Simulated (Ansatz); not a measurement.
# MgSe, response to strain

The reference is MgSe in the rock salt structure (space group Fm-3m, No. 225; a = 5.391 Å). Axes: x, y, z lie along the cube axes.

Strains are applied to the cell and any free atomic positions relax; under biaxial strain the out-of-plane vector relaxes too.

Level of theory: LDA in Ansatz (plane waves to 420 eV, PAW, no spin-orbit coupling).

Candidates:
(a) biaxial strain +2.50 %, plane normal [001], relaxed out of plane
(b) biaxial strain −2.50 %, plane normal [001], relaxed out of plane
(c) biaxial strain −1.50 %, plane normal [001], relaxed out of plane
(d) biaxial strain −3.00 %, plane normal [001], relaxed out of plane
(e) biaxial strain −1.00 %, plane normal [001], relaxed out of plane

**Question.** Order them by out-of-plane strain, lowest first.

**Answer.** (a) biaxial strain +2.50 %, plane normal [001], relaxed out of plane (-1.26 %), (e) biaxial strain −1.00 %, plane normal [001], relaxed out of plane (+0.54 %), (c) biaxial strain −1.50 %, plane normal [001], relaxed out of plane (+0.82 %), (b) biaxial strain −2.50 %, plane normal [001], relaxed out of plane (+1.38 %), (d) biaxial strain −3.00 %, plane normal [001], relaxed out of plane (+1.67 %)

No phonon test of stability was made.

Ansatz is a program for electronic structure.
